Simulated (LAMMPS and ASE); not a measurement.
Interatomic potentials scored against PBE on 5 thermal frames of Mo48 melt, 48 atoms, from DFT MD at 2610 K and 0 GPa (started from the melt; by its diffusion the run was liquid).

Reference: DFT, PBE, plane waves, Ansatz's default PAW set, run with Ansatz at one k-point, whose own sampling error enters the misses (most for metals); rms force 1.22 eV/Å, static pressure -3.8 GPa, which carries the basis error of a finite cutoff. Potentials ran in LAMMPS and ASE. The MPtrj networks were trained on PBE and PBE+U, and their training set holds relaxations of crystals, many of these compositions among them. Potentials trained on another functional, or fitted to measurement, also carry the gap between that and the reference.

- fitted Lennard-Jones: Lennard-Jones 12-6 pair potential, with sigma and epsilon fitted to these very forces
- CHGNet r2SCAN: CHGNet transfer-learned on r2SCAN data
- SevenNet-0: SevenNet-0, trained on MPtrj
- SNAP Mo_Zuo_JPCA2020.quadratic.snap: classical MD, LAMMPS pair style snap, file Mo_Zuo_JPCA2020.quadratic.snap
- SNAP Mo_Chen_PRM2017.snap: classical MD, LAMMPS pair style snap, file Mo_Chen_PRM2017.snap
- SNAP Mo_Zuo_JPCA2020.snap: classical MD, LAMMPS pair style snap, file Mo_Zuo_JPCA2020.snap
- MoS.rebomos: classical MD, LAMMPS pair style rebomos, file MoS.rebomos (outside the ground it was made for)
- CHGNet 0.3.0: CHGNet 0.3.0, trained on MPtrj (PBE and PBE+U)
- MEAM MoCoNiVFeAlCr_2nn.meam: classical MD, LAMMPS pair style meam, file MoCoNiVFeAlCr_2nn.meam
- SevenNet-l3i5: SevenNet-l3i5, trained on MPtrj
- MEAM library.meam-Mo: classical MD, LAMMPS pair style meam, file library.meam (library.meam-Mo)

Q: Which of these can stand in for the reference forces here, and which do worse than predicting no force at all?

A: Best of all: CHGNet 0.3.0, 32 % of the rms force. Best of those that run as cheap classical or fitted potentials: SNAP Mo_Zuo_JPCA2020.quadratic.snap, 45 %. Within 20 %: none. Worse than zero force: MoS.rebomos, MEAM MoCoNiVFeAlCr_2nn.meam, MEAM library.meam-Mo. All, as per cent of the rms force: CHGNet 0.3.0 32, SevenNet-l3i5 35, SevenNet-0 37, SNAP Mo_Zuo_JPCA2020.quadratic.snap 45, CHGNet r2SCAN 50, SNAP Mo_Chen_PRM2017.snap 55, SNAP Mo_Zuo_JPCA2020.snap 58, fitted Lennard-Jones 60, MoS.rebomos 144, MEAM library.meam-Mo 214, MEAM MoCoNiVFeAlCr_2nn.meam 310.

Caution: the potential MEAM library.meam-Mo is a first-neighbour MEAM set with a 4 Å cutoff, used here without a parameter file and away from the static properties it was fitted to.
